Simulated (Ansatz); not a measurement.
## Effect of biaxial strain +1.09 %, plane normal [001], relaxed out of plane on CdGeAs2

Consider CdGeAs$_{2}$ in the chalcopyrite structure (space group I-42d, No. 122; a = 5.9422 Å, c = 11.3126 Å). Axes: x, y, z lie along a, b, c of the conventional cell.

One thing is altered: tensile biaxial strain of 1.09 % in the plane normal to [001], as in epitaxy on a mismatched substrate; the out-of-plane cell vector and the atoms relax.

Calculations: Ansatz (an electronic-structure program) PBEsol, no spin-orbit coupling. Settings: 8×8×8 k-points, 0.05 eV Fermi–Dirac smearing.

| quantity | base | changed | shift |
|---|---|---|---|
| volume per atom | 24.97 Å³ | 25.17 Å³ | +0.20 Å³ |
| space group | I-42d (No. 122) | I-42d (No. 122) | – |
| shortest interatomic distance | 244.7 pm | 245.2 pm | +0.44 pm |
| energy relative to the base (free energy F) | 0 meV/atom | +1.4 meV/atom | +1.4 meV/atom |
| pressure (mean of the normal stresses, compression positive) | -0.01 GPa | -0.54 GPa | -0.53 GPa |
| band gap (uncertain: the edges found look like a band crossing or inverted bands; both cells) | 0.13 eV | 0.15 eV | +0.02 eV |
| out-of-plane strain | – | -1.34 % | – |
| ratio −ε⊥/ε∥ | – | 1.23 | – |
| mean in-plane stress (compression positive) | – | -0.8 GPa | – |

Final structure (turned so that z lies along the plane normal):

```
CdGeAs2
1.0
    6.00702     0.00000     0.00000
    0.00000     6.00702     0.00000
    3.00351    -3.00351     5.58028
Cd Ge As
2 2 4
Direct
  0.25000   0.25000   0.50000
  0.00000   0.00000   0.00000
  0.75000   0.75000   0.50000
  0.50000   0.50000   0.00000
  0.40103   0.62500   0.75000
  0.84897   0.12500   0.75000
  0.12500   0.40103   0.25000
  0.62500   0.84897   0.25000
```

Cost of the whole job for the changed cell (relaxation, final SCF and bands): very roughly 8 core-minutes.

Whether these cells are dynamically stable was not tested. A zero or small gap of CdGeAs2 can be the functional's error rather than a property of the material.
